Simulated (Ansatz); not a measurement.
The cell is built on a prototype and need not be the phase stable at ambient conditions.

By r2SCAN, the system below comes out a metal.

Without scattering a metal conducts by its projected Fermi surface.

Input:

```
CELL_PARAMETERS angstrom
      4.14000     0.00000     0.00000
     -2.07000     3.58535     0.00000
      2.07000     1.19512     6.17119
ATOMIC_POSITIONS crystal
  Sn 0.00000 0.00000 0.00000
  Te 0.52909 0.76454 0.70637
  Te 0.47091 0.23546 0.29363
```

Space group of this cell: R-3m. The cell was relaxed by PBE-D3(BJ); by r2SCAN its mean pressure is 1.4 GPa.

The current flows along the normal of the first two printed cell vectors. No spin-orbit coupling; the value is a mean over 0.1 eV about the Fermi level.

Question: Predict the ballistic conductance per area from r2SCAN (Ansatz, an electronic-structure program).

Answer: 0.66 × 10¹⁵ S/m² for both spins.
